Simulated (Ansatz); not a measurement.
Base system: BP in the zinc blende structure (space group F-43m, No. 216; a = 4.5202 Å). Axes: x, y, z lie along the cube axes.

All numbers come from DFT with PBEsol, PAW potentials and a 420 eV plane-wave cutoff in Ansatz (a quantum-chemistry and plane-wave program), no SOC.

Before the change:

The band gap comes out as 1.11 eV and the valence-band top at Γ is 0.00, 0.00, 0.00 eV.

It is then changed as follows: tensile biaxial strain of 2.00 % in the plane normal to [001], as in epitaxy on a mismatched substrate; the out-of-plane cell vector and the atoms relax.

Task: Predict the new band gap.

Result: The band gap shrinks by 0.38 eV (1.11 eV → 0.73 eV).

Task: How does this affect the valence-band top at Γ?

Result: The valence-band top at Γ (three highest levels, from the VBM) becomes 0.00, -0.27, -0.27 eV (base: 0.00, 0.00, 0.00 eV).

Task: How does this affect the hole mass?

Result: The hole mass comes out as 0.34 mₑ out of plane, 0.24 mₑ in plane (at Γ).

Effective masses come from finite differences of ±0.01 Å⁻¹. Stability against distortions was not tested.
